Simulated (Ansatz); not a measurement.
The starting structures come from a database of crystals and need not be the phases stable at ambient conditions.

By PBEsol, the system below comes out a metal.

Here is the system:

```xyz
4
Lattice="4.0818 0.0000 0.0000 0.0000 4.0818 0.0000 0.0000 0.0000 4.0818" Properties=species:S:1:pos:R:3 pbc="T T T"
Sc     0.0000     0.0000     0.0000
Ga     2.0409     2.0409     0.0000
Ga     0.0000     2.0409     2.0409
Ga     2.0409     0.0000     2.0409
```

Space group of this cell: Pm-3m, Cu3Au type. The cell is taken as given; by PBEsol its mean pressure is -2.1 GPa.

The current flows along the normal of the first two printed cell vectors, the (001) plane of the conventional cell. No spin-orbit coupling; the value is a mean over 0.1 eV about the Fermi level.

Task: Predict the ballistic conductance per area from PBEsol (Ansatz, a quantum-chemistry and plane-wave program).

Result: 0.86 × 10¹⁵ S/m² for both spins.
